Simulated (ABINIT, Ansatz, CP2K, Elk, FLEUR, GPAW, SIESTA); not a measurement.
**BaAlGeH (P3m1, 4 atoms in the cell) computed with different codes at matched settings**

Self-consistent single point.

```yaml
crystal:
  lattice:
    - [4.40073, 0.00000, 0.00000]
    - [-2.20036, 3.81114, 0.00000]
    - [0.00000, 0.00000, 5.27210]
  atoms:
    - { symbol: Ba, position: [0.33333, 0.66667, 0.09902] }
    - { symbol: Al, position: [0.00000, 0.00000, 0.64135] }
    - { symbol: Ge, position: [0.66667, 0.33333, 0.55274] }
    - { symbol: H, position: [0.00000, 0.00000, 0.97289] }
```

All programs got the same cell, k-point mesh and kind of occupations (in Ansatz's words: kpoints.mp_grid.grid = 5 5 3; scf.occupations.method = fermi_dirac; scf.occupations.width = 0.01 eV); potentials, basis and cutoffs are each program's usual ones.

```tsv
code	model	pressure (GPa)	largest force (eV/Å)	gap on the mesh (eV)	k-points	cutoff
FLEUR	LDA (Perdew-Zunger), all-electron FLAPW (FLEUR), scalar-relativistic valence	–	0.056	1.087	12	Kmax 4.8 1/bohr
Ansatz	LDA (PW92), PAW files made with PBE	-4.37	0.055	1.073	12	default
SIESTA	LDA PW92, numerical atomic orbitals DZP, PseudoDojo LDA standard norm-conserving potentials (rewritten from UPF to PSML)	-1.93	0.161	1.313	38	grid 400 Ry
ABINIT	LDA (PW92), norm-conserving pseudopotentials (PseudoDojo nc-sr-04 LDA standard)	-4.43	0.056	1.072	12	1061 eV
CP2K	LDA (Pade form), GPW, DZVP-MOLOPT-SR-GTH basis, GTH-PADE potentials (GTH_POTENTIALS)	-4.29	0.307	1.096	38	grid 500 Ry
Elk	LDA (PW92), all-electron FP-LAPW, Elk's shipped species files, default APW+lo basis	–	–	1.083	21	default
GPAW	LDA (Perdew-Wang 92), GPAW PAW datasets LDA (gpaw-data 1.0.1)	-3.95	0.057	1.073	12	800 eV
```

Size of the force on each atom (eV/Å): Sizes of forces hide their directions.

| code | Ba1 | Al2 | Ge3 | H4 |
|---|---|---|---|---|
| FLEUR | 0.056 | 0.047 | 0.019 | 0.011 |
| Ansatz | 0.055 | 0.025 | 0.010 | 0.021 |
| SIESTA | 0.049 | 0.161 | 0.128 | 0.018 |
| ABINIT | 0.056 | 0.019 | 0.010 | 0.027 |
| CP2K | 0.062 | 0.206 | 0.039 | 0.307 |
| GPAW | 0.057 | 0.033 | 0.001 | 0.024 |

A dash marks a value that a program does not give, or that is left out as unsure.

Gaps are read on the mesh. Another mesh or the band path gives a smaller gap, so these values are not converged in the mesh.

The spread over the programs that give each value: pressure within 2.50 GPa; largest force within 0.252 eV/Å; gap on the mesh within 0.241 eV.

The starting cell comes from a database of computed structures (which also holds hypothetical and non-ambient phases and stackings), without a prior relaxation at this level. Its lattice was rescaled by a random factor within 2.5 % of one. On Ansatz's run: In the base run, with a pressure of about -4 GPa the cell is away from its equilibrium volume at this level. Another mesh or the band path of this cell gives a smaller gap, so this value is not converged in the mesh.

Question: Why do the programs differ, and what cannot be compared?

Answer: Differences of this kind can come from the potentials, where these differ, and from what each basis and cutoff leave unconverged. The valence holds different numbers of electrons (FLEUR 28, Ansatz (a quantum-chemistry and plane-wave program) 28, SIESTA 28, ABINIT 28, CP2K 18, GPAW 18). The zero of total energies and Fermi levels follows the potentials and each program's conventions, so they are not compared here. SIESTA and CP2K use small atom-centred bases, whose incompleteness enters pressures, forces and empty levels differently from a plane-wave cutoff. FLEUR and Elk treat all electrons, but the usual bases taken here (sphere radii, linearisation, local orbitals, empty states) were not tested for convergence, so the values are no reference for the others. Ansatz's pressure is given at a fixed set of plane waves, as the other plane-wave codes print theirs; with its correction for the finite basis it is -4.34 GPa. The programs reduce the same mesh by symmetry to different extents, which changes the work and not the result. In the pressure, SIESTA (by 2.44) lies more than 1 GPa from the median of the plane-wave programs. In the gap, SIESTA (by 0.241) lies more than 0.12 eV from the median of the plane-wave programs. In the force vectors, SIESTA (by 0.138) and CP2K (by 0.283) lie more than 0.08 eV/Å from the median of the plane-wave programs.

Left out of this page: Quantum ESPRESSO (failed or unconverged).

Keys are those of Ansatz 0.2.
